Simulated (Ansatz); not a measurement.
Input and output of a relaxation of cell and atoms for Nb (Im-3m, 1 atom in the cell) (Ansatz, an electronic-structure program).

Method of the run: PBE (plane waves, PAW; Ansatz).

The change in words: atoms on their sites; basis.ecutwfc: 420 eV → 630 eV; relax: default → cell and atoms. Reference geometry:
```
Nb
1.0
   -1.65825     1.65825     1.65825
    1.65825    -1.65825     1.65825
    1.65825     1.65825    -1.65825
Nb
1
Direct
  0.00000   0.00000   0.00000
```

Reference input (self-consistent single point, DFT, PBE, plane waves, default PAW files): basis.ecutwfc = 420 eV; kpoints.mp_grid.grid = 14 14 14; hamiltonian.xc = pbe; hamiltonian.pseudopotentials = {kind: paw} (the program's default PAW files); scf.occupations.method = fermi_dirac; scf.occupations.width = 0.1 eV. This run's input differs from it in these lines:

Ansatz 0.2 input:
```diff
@@ -9,3 +9,3 @@
 basis:
-  ecutwfc: 420.0
+  ecutwfc: 630.0
 kpoints:
@@ -17,2 +17,4 @@
   occupations: { method: fermi_dirac, width: 0.1 }
+relax:
+  cell: {}
 output:
```

Log, with long lists cut:

```
   [... SCF lines of the steps left out ...]
relax step   1: F+E_penalty+E_count = -4552.30661201 eV  Δ(F+E_penalty+E_count) = +0.000e0 eV  max|allowed force component| = 0.000e0 eV/Å  Δτ_max = 0.0000 Å  P = -0.531 GPa  Ω = 18.239 Å³  (6 SCF iters, dr2 threshold 1.00e-7 eV, accepted)
relax step   2: F+E_penalty+E_count = -4552.30619535 eV  Δ(F+E_penalty+E_count) = +4.167e-4 eV  max|allowed force component| = 0.000e0 eV/Å  Δτ_max = 0.0000 Å  P = +1.246 GPa  Ω = 18.048 Å³  energy of the carried Pulay correction = +9.221e-7 eV  (4 [...]
relax step   3: F+E_penalty+E_count = -4552.30670870 eV  Δ(F+E_penalty+E_count) = -9.669e-5 eV  max|allowed force component| = 0.000e0 eV/Å  Δτ_max = 0.0000 Å  P = -0.005 GPa  Ω = 18.182 Å³  energy of the carried Pulay correction = +2.765e-7 eV  (5 [...]
relax step   4: F+E_penalty+E_count = -4552.30670841 eV  Δ(F+E_penalty+E_count) = +2.973e-7 eV  max|allowed force component| = 0.000e0 eV/Å  Δτ_max = 0.0000 Å  P = -0.005 GPa  Ω = 18.182 Å³  stress off target by 4.86e-3 GPa  SCF on the basis [...]
basis re-selected at this cell: Δ(F+E_penalty+E_count) = +2.973e-7 eV, ΔP = +0.000 GPa vs the last step
Stability not checked: this state was not tested for a lower state beside it, because too few of the mixer's solves of this state at the end of the SCF gave a …
Free energy (F): -4552.306708 eV
Internal energy: -4552.255370 eV  (E = F + TS)
E sigma→0 (E₀):  -4552.281039 eV
Entropy (-TS):   -0.051338 eV (-51.338 meV/atom)
Fermi energy:    17.606838 eV
--- Forces (eV/Å), atoms counted from 1 ---
  atom   1  Nb     0.00000000     0.00000000     0.00000000
   [... lines left out ...]
to start a new deck from the relaxed geometry:
  cell:  # Å, volume = 18.1819 Å³
    - [-1.6565060785068386, 1.6565060785068386, 1.6565060785068386]
    - [1.6565060785068386, -1.6565060785068386, 1.6565060785068386]
    - [1.6565060785068386, 1.6565060785068386, -1.6565060785068386]
  atoms:
    - { symbol: Nb, position: [0.0, 0.0, 0.0] }
```

The run converged. 

Summary of the result:
| Quantity | Value |
|---|---|
| Free energy E − TS (on the zero of these files) | -4552.3067 eV |
| Fermi level (on the code's own zero) | 17.61 eV |
| Pressure | 0.00 GPa |
| Final cell | a = 2.869 Å, b = 2.869 Å, c = 2.869 Å, α = 109.47°, β = 109.47°, γ = 109.47° |
| Final volume per atom | 18.18 Å³ |
| Relaxation steps | 4 |

The starting cell has typed, rounded lattice constants, without a prior relaxation at this level. Its lattice was rescaled by up to half a per cent. Spin polarisation is off. The relaxation keeps the symmetry of its start, so its end need not be a minimum. Ansatz's pressure includes its estimate of the finite-basis (Pulay) stress.
